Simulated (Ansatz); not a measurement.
A periodic model of amorphous Si12Sb12Te36:

```xyz
60
Lattice="12.5829 0.3495 0.4377 0.3495 11.8965 0.6385 0.4377 0.6385 12.2804" Properties=species:S:1:pos:R:3 pbc="T T T"
Si     3.4933     1.4966    10.8787
Si     9.7125     4.5233     7.4204
Si     5.0210     8.6013     7.4378
Si     5.1755    10.1498    11.2694
Si     1.1657    10.9509    11.4537
Si     9.6802     3.8334     5.2098
Si     3.9809    10.5887     2.2225
Si     1.4869     2.5882    11.3324
Si     5.6449     1.8759    11.7031
Si     0.9216     5.4647     2.1551
Si     5.3014     0.3845     1.5992
Si     3.3656    11.2385    12.3169
Sb     3.1600     6.6665     7.6163
Sb     9.9772     0.9384     3.3513
Sb     2.1598     0.4115     3.1288
Sb     3.9225     6.7697     3.0296
Sb     8.9868     4.6953    10.6076
Sb    12.4222    10.0958     7.6876
Sb     7.3823     3.9709     2.0350
Sb     3.6222    10.4083     8.7783
Sb     6.2368     3.1112     7.9989
Sb     7.2933     9.0012     4.1587
Sb     9.0090     8.4123     8.9067
Sb    12.4288    10.8149     3.8434
Te    12.5344     1.6352    10.1468
Te     7.6166     5.8886     7.9711
Te     9.0201     2.1319     0.4957
Te     9.0592     2.3339     8.6752
Te     9.5474     5.4670     3.2406
Te     4.3073     4.5890     6.0016
Te     1.8337     7.6317     5.3631
Te    11.7956     5.1080     8.7248
Te    10.9915     8.3260    11.3493
Te     1.4311     8.7999    10.0287
Te     0.3315     1.8057     1.4596
Te     3.1889     2.2786     8.4316
Te    11.5972     5.1772     0.9260
Te    11.7719     2.3920     5.3115
Te     1.8335    11.7829     7.0541
Te    10.8040     7.4698     6.8165
Te     4.5562     2.0433     3.3574
Te    10.0882    11.8474     6.7071
Te     4.4536     9.6927     4.7746
Te     6.4009     6.0110     4.7436
Te     8.0283    11.3321     2.5468
Te    10.5273     8.6638     4.1295
Te     0.5065     4.8680     4.6365
Te     7.0353    11.8975    10.9080
Te     1.4909     7.9213     1.7971
Te    10.5062    10.7948     9.8960
Te     7.5659     2.4663     5.0115
Te     5.6034     8.5069     1.3401
Te     6.1054     4.3050    11.1650
Te     8.4213     6.9854    12.5076
Te     3.1220     4.5517     1.2105
Te     7.4237    10.0429     6.8498
Te     5.6938     7.9903     9.9989
Te    11.3676    10.2636     1.2389
Te     1.5883     5.0813    10.7475
Te     4.9702     0.6915     6.8210
```

These are PBE-D3(BJ), scalar-relativistic without spin-orbit coupling, PAW (Ansatz default set, large-core Te) (plane waves to 420 eV; Ansatz, an electronic-structure program) values and carry that method's errors.

Preparation: random packing, a CHGNet melt and quench, and a DFT relaxation. The hot cell started wider than the set density and was brought back towards it in steps. It is the lowest in DFT energy of 3 quenches. It is a model cell: composition and starting density were chosen by hand, and all elements were melted together. The geometry includes D3(BJ) dispersion. Its density started from a set value of 5.51 and ended at 5.80 g/cm³. The quench (nominally 79 K/ps over its main leg) was far faster than any real one, so the model tends to hold more defects than a real film. One small periodic cell is one sample of the glass; other quenches scatter about these values. Volume and shape were free in the relaxation. On a 2×2×2 Γ-centred mesh force components of up to 0.28 eV/Å stay, since the relaxation ran on one k-point at (1/4, 1/4, 1/4).

Neighbours within Si-Si 2.64 Å, Si-Sb 3.08 Å, Si-Te 3.04 Å, Sb-Sb 3.34 Å, Sb-Te 3.26 Å, Te-Te 3.31 Å count as bonded.

Problem. Give the coordination numbers, mean bond lengths and angles.

Solution. 
The mean coordination of Si comes out as 4.25 (9 with 4, 3 with 5), the mean coordination of Sb is 4.42 (2 with 3, 3 with 4, 7 with 5) and the mean coordination of Te is 2.83 (1 with 1, 12 with 2, 16 with 3, 6 with 4, 1 with 5). The mean Sb-Te bond is 3.012 Å (spread 0.121 Å, 45 counted). The mean Si-Te bond is 2.613 Å (spread 0.102 Å, 29 counted) and the mean Te-Te bond is 3.090 Å (spread 0.150 Å, 14 counted). The mean Si-Si bond comes out as 2.357 Å (spread 0.032 Å, 9 counted). The bond angle at Si comes out as mean 108.2°, spread 18.6° and the bond angle at Sb comes out as mean 104.4°, spread 30.3°. The bond angle at Te is mean 101.3°, spread 28.4°.
